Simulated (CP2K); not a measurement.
Worked example: self-consistent single point of Ti3Zn (Pm-3m, 4 atoms in the cell) in CP2K.

Method: CP2K with LDA (Pade form), GPW, DZVP-MOLOPT-SR-GTH basis, GTH-PADE potentials (GTH_POTENTIALS).

```xyz
4
Lattice="4.0610 0.0000 0.0000 0.0000 4.0610 0.0000 0.0000 0.0000 4.0610" Properties=species:S:1:pos:R:3 pbc="T T T"
Ti     0.0000     2.0305     2.0305
Ti     2.0305     0.0000     2.0305
Ti     2.0305     2.0305     0.0000
Zn     0.0000     0.0000     0.0000
```

Reference input (self-consistent single point, DFT LDA (Pade form), GPW, DZVP-MOLOPT-SR-GTH basis, GTH-PADE potentials (GTH_POTENTIALS)): CUTOFF = 600 Ry; REL_CUTOFF = 60 Ry; SMEAR/METHOD = MARZARI_VANDERBILT; SIGMA = 0.272 eV; KPOINTS/SCHEME = MONKHORST-PACK 6 6 6; XC_FUNCTIONAL = PADE; Ti/BASIS_SET = DZVP-MOLOPT-SR-GTH-q12; Ti/POTENTIAL = GTH-PADE-q12; Zn/BASIS_SET = DZVP-MOLOPT-SR-GTH-q12; Zn/POTENTIAL = GTH-PADE-q12; METHOD = GPW; EPS_DEFAULT = 1e-10. This run's input differs from it in these lines:

```diff
@@ -40,3 +40,3 @@
     &KPOINTS
-      SCHEME MONKHORST-PACK 6 6 6
+      SCHEME MACDONALD 6 6 6 0.08333333333 0.08333333333 0
     &END KPOINTS
```

The program printed (abridged):

```
 SCF WAVEFUNCTION OPTIMIZATION

  Step     Update method      Time    Convergence         Total energy    Change
     1 NoMix/Diag. 0.30E+00      -     1.77243550      -235.9868556076 -2.36E+02
     2 Broy./Diag. 0.30E+00      -     0.09279844      -237.1807773826 -1.19E+00
     3 Broy./Diag. 0.30E+00      -     0.02894301      -235.8919305939  1.29E+00
     4 Broy./Diag. 0.30E+00      -     0.02959399      -235.1775252981  7.14E-01
     5 Broy./Diag. 0.30E+00      -     0.00912647      -234.9113423714  2.66E-01
     6 Broy./Diag. 0.30E+00      -     0.00754723      -235.0004633341 -8.91E-02
   [... 5 lines left out ...]
    12 Broy./Diag. 0.30E+00      -     0.00000616      -235.0187731166  1.97E-04
    13 Broy./Diag. 0.30E+00      -     0.00000990      -235.0187858899 -1.28E-05
    14 Broy./Diag. 0.30E+00      -     0.00000297      -235.0188085161 -2.26E-05
    15 Broy./Diag. 0.30E+00      -     0.00000015      -235.0188063860  2.13E-06
  *** SCF run converged in    15 steps ***

  Overlap energy of the core charge distribution:               0.00000000000000
  Self energy of the core charge distribution:               -400.34753111190639
  Core Hamiltonian energy:                                    106.49984803776871
  Hartree energy:                                              89.14714273622064
  Exchange-correlation energy:                                -30.31959364306152
  Smearing free energy correction:                              0.00132759433448
  Fermi energy:                                                 0.33948084297782

  Total energy:                                              -235.01880638599121

                     Mulliken Population Analysis

 #  Atom  Element  Kind  Atomic population                           Net charge
   [... lines left out ...]

 STRESS| Analytical stress tensor [bar]
 STRESS|                        x                   y                   z
 STRESS|      x       -1.15028502350E+05   8.17493375057E-03   8.17493711772E-03
 STRESS|      y        8.17493375057E-03  -1.15028922605E+05   8.17492988640E-03
 STRESS|      z        8.17493711772E-03   8.17492988640E-03  -1.14325483409E+05
 STRESS| 1/3 Trace                                            -1.14794302788E+05
```

The run converged in 15 iterations. Against the reference run the free energy falls by 1.0 meV/atom and the pressure hardly changes (-11.46 to -11.48 GPa).

The starting cell comes from a database of computed structures (which also holds hypothetical and non-ambient phases and stackings), without a prior relaxation at this level. Its lattice was rescaled by a random factor within 2.5 % of one. Spin polarisation is off. Values carry the incompleteness of an atom-centred basis.

Cost on one core of a shared machine: roughly 3 min.
